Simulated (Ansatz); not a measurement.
The reference is GaSb in the zinc blende structure (space group F-43m, No. 216; a = 6.049 Å).

Level of theory: LDA in Ansatz (plane waves to 420 eV, PAW, scalar-relativistic without spin-orbit coupling).

For the base:

```
Quantity    Result
--------  --------
Pressure  0.00 GPa
```

Now apply this change: an isotropic linear strain of −2.00 %, atoms relaxed at fixed cell.

### Question
What happens to the energy relative to the base and pressure?

### Answer
The energy increases by 19 meV/atom; the pressure goes from zero to 3.90 GPa.

No phonon test of stability was made.

Ansatz is an electronic-structure program.
